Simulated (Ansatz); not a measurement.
# What Zr on a O site (antisite) does to ZrO2

The reference is a 12-atom supercell of ZrO₂ (space group P4_2/nmc, No. 137; a = 3.621 Å, c = 5.283 Å) at its relaxed geometry.

One thing is altered: one O atom is replaced by Zr, atoms relaxed at fixed cell, starting from a slightly rattled geometry.

Method: PBE (Ansatz, an electronic-structure program), no spin-orbit coupling. Settings: 5×5×5 k-points, 0.01 eV Fermi–Dirac smearing.

```yaml
pressure: 21.5 GPa (base 0.0 GPa)
largest_displacement_of_a_host_atom_from_its_site_in_the_perfect_cell: 1.39 Å
shift_of_the_substituted_atom_off_its_lattice_site: 1.19 Å
```

Final structure:

```xyz
12
Lattice="3.6210 -3.6210 0.0000 3.6210 3.6210 0.0000 0.0000 0.0000 5.2828" Properties=species:S:1:pos:R:3 pbc="T T T"
Zr    -0.0042    -0.3407     0.2925
Zr     3.6169     0.0305    -0.0280
Zr     2.1349     2.3885     2.8532
Zr     5.0987     2.3884     2.8532
Zr     3.6169    -2.3623     2.0338
O      3.6168     1.4084     1.5604
O      3.6168    -0.7587     3.3535
O      3.6168     1.8107     4.2006
O      2.1582    -1.0585     0.8030
O      5.0756    -1.0584     0.8029
O      1.3408     0.5688     3.8750
O      5.8931     0.5689     3.8748
```

Cost of the whole job for the changed cell (relaxation, final SCF and bands): about 40 core-minutes (a rough figure).

The magnetic state is the one reached from the starting moments; the real material's order can differ, and small cells can't hold many antiferromagnetic ones. The cell is small, so the values are those of an ordered compound at a high defect concentration; dilute-limit values will differ. Seeded moments were not kept for Zr on a O site (antisite). The defect cell is spin-polarised and ends with 0.0 μB. This is not the structure that ZrO2 has at room temperature and ambient pressure.
